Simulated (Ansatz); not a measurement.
A self-consistent single point of CrGa4 (I4mm, 5 atoms in the cell) with Ansatz (a program for electronic structure).

Level of theory: LDA (PW92), default PAW files made with PBE (plane waves; Ansatz).

```
CrGa4
1.0
   -2.81304     2.81304     2.81304
    2.81304    -2.81304     2.81304
    2.81304     2.81304    -2.81304
Cr Ga
1 4
Direct
  0.00889   0.00889   0.00000
  0.00000   0.00000   0.50000
  0.00000   0.50000   0.00000
  0.50000   0.50000   0.50000
  0.50000   0.00000   0.00000
```

Reference input (self-consistent single point, DFT, LDA (PW92), plane waves, default PAW files made with PBE): basis.ecutwfc = 420 eV; kpoints.mp_grid.grid = 8 8 8; hamiltonian.xc = lda; hamiltonian.pseudopotentials = {kind: paw} (the program's default PAW files); scf.occupations.method = fermi_dirac; scf.occupations.width = 0.1 eV. This run's input differs from it in these lines:

Ansatz 0.2 input:
```diff
@@ -16,3 +16,3 @@
   mp_grid:
-    grid: [8, 8, 8]
+    grid: [13, 13, 13]
 hamiltonian:
@@ -23,3 +23,3 @@
   occupations:
-    method: fermi_dirac
+    method: gaussian
     width: 0.1
```

Output (repeated stretches shortened):

```
SCF iter   1: F=—  HF=-18151.735135 eV  |F-HF|=—  |Δ(HF+E_count)|=         —  Δρ=1.67e-2  dr2=2.59e-1  ethr=1.77e-3  ⟨swp⟩=5.8  Hψ=26326  notcnv=0
all-band conjugate gradients solve this SCF's bands
preconditioner: auto → Kerker (q_TF=auto, 2.595 Å⁻¹)
SCF iter   2: F=—  HF=-18151.717841 eV  |F-HF|=—  |Δ(HF+E_count)|=   1.73e-2  Δρ=7.29e-3  dr2=5.16e-2  ethr=3.92e-4  ⟨swp⟩=2.0  Hψ=10315  notcnv=0  defer=132
   [... lines left out ...]
SCF iter   5: F=—  HF=-18151.713827 eV  |F-HF|=—  |Δ(HF+E_count)|=   2.42e-5  Δρ=1.79e-4  dr2=3.45e-5  ethr=3.64e-7  ⟨swp⟩=2.5  Hψ=13370  notcnv=0  defer=132
SCF iter   6: F=—  HF=-18151.713836 eV  |F-HF|=—  |Δ(HF+E_count)|=   8.94e-6  Δρ=3.79e-5  dr2=1.66e-6  ethr=5.22e-8  ⟨swp⟩=2.4  Hψ=13203  notcnv=0  defer=132
SCF iter   7: F=—  HF=-18151.713836 eV  |F-HF|=—  |Δ(HF+E_count)|=   1.30e-7  Δρ=1.82e-5  dr2=3.09e-7  ethr=2.52e-9  ⟨swp⟩=2.0  Hψ=13866  notcnv=0  defer=132
SCF iter   8: F=-18151.713836 eV  HF=-18151.713836 eV  |F-HF|=1.88e-8  |Δ(HF+E_count)|=   2.91e-8  Δρ=5.71e-6  dr2=4.18e-8  ethr=1.52e-10  ⟨swp⟩=7.9  Hψ=27656  notcnv=0
SCF 1 converged in 8 iterations: F = -18151.713836 eV  dr2 = 4.18e-8
Free energy (F): -18151.713836 eV
Internal energy: -18151.711247 eV  (E = F + TS)
E sigma→0 (E₀):  -18151.712541 eV
Entropy (-TS):   -0.002589 eV (-0.518 meV/atom)
Fermi energy:    9.549756 eV
--- Forces (eV/Å), atoms counted from 1 ---
  atom   1  Cr     0.00000000    -0.00000000    -0.70774149
  atom   2  Ga    -0.09641318    -0.09641318     0.17693445
  atom   3  Ga     0.09641318    -0.09641318     0.17693445
  atom   4  Ga     0.09641318     0.09641318     0.17693445
  atom   5  Ga    -0.09641318     0.09641318     0.17693445
--- Stress (GPa, compression-positive) ---
       -5.284798       0.000000      -0.000000
        0.000000      -5.284798      -0.000000
       -0.000000      -0.000000      -5.351404
  P = ⅓ Tr σ = -5.3070 GPa (-53.070 kbar)
  The stress holds the Pulay correction. Without it, at fixed plane waves, as pw.x and ABINIT print it: P = -5.3489 GPa
```

The run converged in 8 iterations. Against the reference run the free energy rises by 1.3 meV/atom, the pressure hardly changes (-5.29 to -5.31 GPa) and the largest force hardly changes (0.710 to 0.708 eV/Å).

The starting cell comes from a database of computed structures (which also holds hypothetical and non-ambient phases and stackings), without a prior relaxation at this level. Its lattice was rescaled by up to half a per cent. One atom was moved a little off its site on purpose. Spin polarisation is off. With a pressure of about -5 GPa the cell is away from its equilibrium volume at this level. Ansatz's pressure includes its estimate of the finite-basis (Pulay) stress.

Cost on one core of a shared machine: roughly 60 s.
